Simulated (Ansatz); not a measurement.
Density of states of SrSnPt (Pnma, 12 atoms in the cell).

```xyz
12
Lattice="7.6492 0.0000 0.0000 0.0000 4.7121 0.0000 0.0000 0.0000 8.0044" Properties=species:S:1:pos:R:3 pbc="T T T"
Pt     2.2818     1.1780     3.1530
Pt     1.5428     3.5341     7.1552
Pt     6.1065     1.1780     0.8492
Pt     5.3674     3.5341     4.8514
Sn     1.2418     1.1780     0.5989
Sn     2.5828     3.5341     4.6011
Sn     5.0664     1.1780     3.4033
Sn     6.4075     3.5341     7.4055
Sr     0.1400     1.1780     5.4616
Sr     3.6846     3.5341     1.4594
Sr     3.9646     1.1780     6.5450
Sr     7.5093     3.5341     2.5428
```

Method: PBEsol, default PAW files made with PBE (plane waves; Ansatz, a first-principles code).

SCF settings: basis.ecutwfc = 420 eV; kpoints.mp_grid.grid = 3 5 3; hamiltonian.xc = pbesol; hamiltonian.pseudopotentials = {kind: paw} (the program's default PAW files); scf.occupations.method = fermi_dirac; scf.occupations.width = 0.1 eV. Keys of the DOS step: output.dos.nscf_kmesh.grid = 5 8 5.

The starting cell comes from a database of published, mostly measured structures (it also holds non-ambient and calculated ones), without a prior relaxation at this level. Its lattice was rescaled by a random factor within 2.5 % of one. Spin-orbit coupling is off. Spin polarisation is off.

Total DOS (both spins), as means of the tabulated values in each energy bin; the zero is the program's Fermi level or highest filled level, and the curve is cut to this window:

```csv
E (eV),states/eV/cell
-7.75,3.97
-7.25,5.23
-6.75,0.00
-6.25,0.00
-5.75,0.00
-5.25,0.06
-4.75,6.97
-4.25,7.70
-3.75,13.3
-3.25,19.9
-2.75,32.0
-2.25,8.77
-1.75,4.57
-1.25,4.84
-0.75,8.25
-0.25,5.46
0.25,5.94
0.75,5.34
```

Around zero the curve holds about 6.0 states/eV/cell.

Keys are those of Ansatz 0.2.
